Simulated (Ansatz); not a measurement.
Take Mg$_{2}$Sn (space group Fm-3m, No. 225; a = 6.8161 Å) as the base.

Method: Kohn–Sham DFT with the PBE functional, run in Ansatz (a quantum-chemistry and plane-wave program) with PAW and 420 eV plane waves, no spin-orbit coupling.

Before the change:

```
Item       Result
--------  -------
Pressure  0.0 GPa
Band gap     zero
```

Now apply this change: every lattice vector is stretched by 0.59 %; the atoms relax in the strained cell.

Problem. Predict the new energy relative to the base, pressure and band gap.

Solution. The energy goes up by 1.0 meV/atom; the pressure goes from zero to -0.7 GPa; the band gap is still zero.

Stability against distortions was not tested.
